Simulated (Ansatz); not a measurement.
Bond-angle distributions (per cent of the angles at each element, bins of 10°) of a relaxed model of amorphous silicon oxynitride (Si$_{24}$O$_{45}$N$_{2}$) at 2.20 g/cm³. These are PBE, scalar-relativistic without spin-orbit coupling (plane waves to 420 eV, PAW; Ansatz, a program for electronic structure) values and carry that method's errors.

A CHGNet melt-quench gave the starting glass, which DFT then relaxed. O and N atoms were pushed apart under 1.9 Å during the dynamics, to hinder bonds among them. The hot cell started wider than the set density and was brought back towards it in steps. It is the lowest in DFT energy of 2 quenches. It is a model cell: composition and starting density were chosen by hand, and all elements were melted together. No dispersion term was used. Its density started from a set value of 2.20 and ended at 2.20 g/cm³. The quench (nominally 480 K/ps over its main leg) was far faster than any real one, so the model tends to hold more defects than a real film. Values belong to this one cell and scatter from quench to quench. The volume was held where the preparation left it and the shape relaxed, at a PBE pressure of 0.0 GPa.

Neighbours within Si-Si 2.60 Å, Si-O 1.98 Å, Si-N 2.18 Å, O-O 1.58 Å, O-N 1.64 Å, N-N 1.70 Å count as bonded. Two cations that share two anions don't count as bonded, nor two that share one unless they lie closer than Si-Si 2.38 Å.

| angle (°) | at Si | at O |
|---|---|---|
| 50-60 | 0 | 0 |
| 60-70 | 0 | 0 |
| 70-80 | 0 | 0 |
| 80-90 | 1 | 4 |
| 90-100 | 5 | 2 |
| 100-110 | 53 | 2 |
| 110-120 | 35 | 6 |
| 120-130 | 6 | 38 |
| 130-140 | 0 | 15 |
| 140-150 | 0 | 9 |
| 150-160 | 0 | 15 |
| 160-170 | 0 | 4 |
| 170-180 | 0 | 4 |

They go with these counts of neighbours within the cut-offs, cation contacts included: Si mean 4.0, most often 4; O mean 2.0, most often 2.
